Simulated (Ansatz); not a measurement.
Abridged Ansatz (a quantum-chemistry and plane-wave program) output:

```
Relaxation: its limit of steps is 50 (relax.max_steps)
Pseudopotential: Sc, paw, valence charge 11
Crystal: 2 atoms, lattice volume = 54.027 Å³
Basis set: ecut = 420 eV, 1085 PW (Γ), exchange–correlation on 48×48×72 points (8 copies of the dense FFT grid, shifted against one another)
Bands: 15, of which v1, the nominal top of the filled ones, is band 11 counted from 1 (10 counted from 0)
Symmetry: 24 space group operations
k-points: 264 of 4400
Functional: x = pbe(κ = 0.804, μ = 0.2195149727645171), c = pbe(β = 0.06672455060314922)
SCF iter   1: F=—  HF=-4271.621242 eV  |F-HF|=—  |Δ(HF+E_count)|=         —  Δρ=1.50e-3  dr2=9.83e-4  ethr=1.77e-3  ⟨swp⟩=3.1  Hψ=16213  notcnv=0
SCF iter   2: F=—  HF=-4271.620827 eV  |F-HF|=—  |Δ(HF+E_count)|=   4.14e-4  Δρ=9.12e-4  dr2=4.12e-4  ethr=4.47e-6  ⟨swp⟩=1.6  Hψ=6819  notcnv=0
SCF 1 converged in 6 iterations: F = -4271.620954 eV  dr2 = 1.88e-10
relax step   1: F+E_penalty+E_count = -4271.62095410 eV  Δ(F+E_penalty+E_count) = +0.000e0 eV  max|allowed force component| = 5.089e-17 eV/Å  Δτ_max = 0.0000 Å  (6 SCF iters, accepted)
SCF converged after 6 iterations
Free energy (F): -4271.620954 eV
Internal energy: -4271.485192 eV  (E = F + TS)
E sigma→0 (E₀):  -4271.553073 eV
Entropy (-TS):   -0.135762 eV (-67.881 meV/atom)
Fermi energy:    8.253030 eV
--- Forces (eV/Å), atoms counted from 1 ---
  atom   1  Sc     0.00000000     0.00000000     0.00000000
  atom   2  Sc    -0.00000000    -0.00000000     0.00000000
--- Stress (GPa, compression-positive) ---
       -4.158282      -0.000000       0.000000
       -0.000000      -4.158282      -0.000000
        0.000000      -0.000000      -3.964746
  P = ⅓ Tr σ = -4.0938 GPa (-40.938 kbar)
--- Relaxed structure (1 steps of the walk, 1 accepted, 0 SCFs on fresh bases) ---
  atoms:
    - { symbol: Sc, position: [0.6666666666666665, 0.3333333333333333, 0.7499999999999999] }
    - { symbol: Sc, position: [0.3333333333333333, 0.6666666666666667, 0.24999999999999997] }
```

### Question
What was computed, and what are the main results?

### Answer
Sc, 2 atoms in the cell, with Ansatz, PBE, PAW, cutoff 420 eV, no SOC. The last SCF converged to F = -4271.620954 eV, or -2135.8105 eV per atom, at a pressure of -4.09 GPa. The total energy compares only with runs of the same code, potentials and settings.

The cells carry an imposed strain or load. Whether these cells are dynamically stable was not tested. All final runs are without spin polarisation. The cell was made from Sc in the hcp (Mg type) structure (space group P6_3/mmc, No. 194) by this change: isotropic strain +3.00 %.

Keys are those of Ansatz 0.2.
